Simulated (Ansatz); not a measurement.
# A computed series for hypothetical NiAs type KF: response to strain

Consider KF in the NiAs type structure (space group P6_3/mmc, No. 194; a = 3.661 Å, c = 6.479 Å; a hypothetical phase, not in the database extracts checked). Axes: x lies along a and z along c of the hexagonal cell.

Strains are applied to the cell and any free atomic positions relax; under biaxial strain the out-of-plane vector relaxes too.

Calculations: Ansatz (an electronic-structure program), r2SCAN, PAW, cutoff 500 eV, no spin-orbit coupling.

Notes on the quantities. pressure: mean of the normal stresses, compression positive.

| change | pressure | band gap | volume per atom |
|---|---|---|---|
| base | 0.0 kbar | 6.86 eV | 18.80 Å³ |
| biaxial strain +1.78 %, plane normal [001], relaxed out of plane | -7.7 kbar | 6.76 eV | 19.31 Å³ |
| biaxial strain +2.14 %, plane normal [001], relaxed out of plane | -9.2 kbar | 6.74 eV | 19.41 Å³ |
| isotropic strain +4.34 % | -32.6 kbar | 6.24 eV | 21.35 Å³ |
| uniaxial strain ε_xx = −2.49 % | 8.6 kbar | 6.96 eV | 18.33 Å³ |
| uniaxial strain ε_yy = −5.32 % | 19.5 kbar | 7.08 eV | 17.80 Å³ |
| tensor shear ε_yz = +1.11 % | 0.2 kbar | 6.86 eV | 18.80 Å³ |
| tensor shear ε_yz = +1.51 % | 0.4 kbar | 6.86 eV | 18.79 Å³ |
| tensor shear ε_yz = +1.32 % | 0.3 kbar | 6.86 eV | 18.80 Å³ |
| tensor shear ε_yz = +2.69 % | ? | ? | 18.79 Å³ |

Task: Complete the table.

Result: 
- tensor shear ε_yz = +2.69 %, pressure: 1.5 kbar
- tensor shear ε_yz = +2.69 %, band gap: 6.85 eV

Whether these cells are dynamically stable was not tested.
